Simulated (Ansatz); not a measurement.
## BaTiO3, pressure series

Consider BaTiO3 (space group P4mm, No. 99; a = 3.985 Å, c = 4.201 Å).

Cell and atoms are relaxed at each pressure.

The values are results of PBE in Ansatz (plane waves to 420 eV, PAW, without spin-orbit coupling), not measurements.

Candidates:
(a) pressure 0.7 GPa
(b) pressure −1 GPa
(c) pressure 7.5 GPa

Base values:

| Quantity | Result |
|---|---|
| Smallest direct gap | 2.39 eV |

**Question.** Order them by smallest direct gap, highest first.

**Answer.** (b) pressure −1 GPa (2.42 eV), (a) pressure 0.7 GPa (2.37 eV), (c) pressure 7.5 GPa (2.19 eV)

Load acts through the strain it causes; cell and atoms are relaxed under it. Whether these cells are dynamically stable was not tested. Competing high-pressure phases were not computed. All final runs are without spin polarisation.

Ansatz is a quantum-chemistry and plane-wave program.
